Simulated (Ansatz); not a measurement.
## Al (P6₃/mmc, No. 194, 4 atoms in the cell; start mp-1183144; another form than the element's usual one): bulk modulus by level of theory

No measured value is used here.

```csv
level (code),value (GPa),cell (Å³/atom)
LDA (Ansatz),83.6,15.86
PBEsol (Ansatz),81.8,16.23
r²SCAN (Ansatz),[?],15.97
```

Question: Some entries are withheld; supply them.

Answer: 
- r²SCAN (Ansatz, a first-principles code), value (GPa): 91.2

LDA, PBEsol, r²SCAN: the bulk modulus is −V dP/dV from two relaxed cells at ±2 % in volume. LDA, PBEsol, r²SCAN: the relaxation could not lower the start's symmetry, so the cell can be a saddle point above a distorted one. Each level is taken at its own relaxed cell. Cutoffs differ between the levels. Ansatz's density-functional and Hartree–Fock values are scalar-relativistic unless marked +SOC, with PAW data made under PBE.

A start named mp-… is a Materials Project structure, which need not be a measured phase.
